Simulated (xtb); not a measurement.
xtb 6.7.1, GFN2-xTB: c1coc(-c2ccc3c(c2)sc2cc(-c4ccco4)ccc23)c1, 35 atoms. The geometry is a generated start, not checked to be a minimum at this level.

- run flags = --grad
- method = GFN2-xTB
- --acc = 1 (default)
- --etemp (K) = 300 (default)
- basis functions = 110
- valence electrons = 110

One run each on 1 thread. Values of broydamp tried: 0.02, 0.05, 0.1, 0.2, 0.4 (default), 0.6, 0.8, 1.

**Question.** Predict the course of the SCC iterations along this series.

**Answer.** Fewest SCC iterations, within one of each other: 0.2 with 12, 0.4 (default) with 12, 0.6 with 12, 0.8 with 12. The count rises to 18 at 0.02. All converge to one solution.

```json
[
 {"broydamp": "0.02", "SCC iterations": "18", "end": "same solution"},
 {"broydamp": "0.05", "SCC iterations": "16", "end": "same solution"},
 {"broydamp": "0.1", "SCC iterations": "14", "end": "same solution"},
 {"broydamp": "0.2", "SCC iterations": "12", "end": "same solution"},
 {"broydamp": "0.4 (default)", "SCC iterations": "12", "end": "same solution"},
 {"broydamp": "0.6", "SCC iterations": "12", "end": "same solution"},
 {"broydamp": "0.8", "SCC iterations": "12", "end": "same solution"},
 {"broydamp": "1", "SCC iterations": "14", "end": "same solution"}
]
```
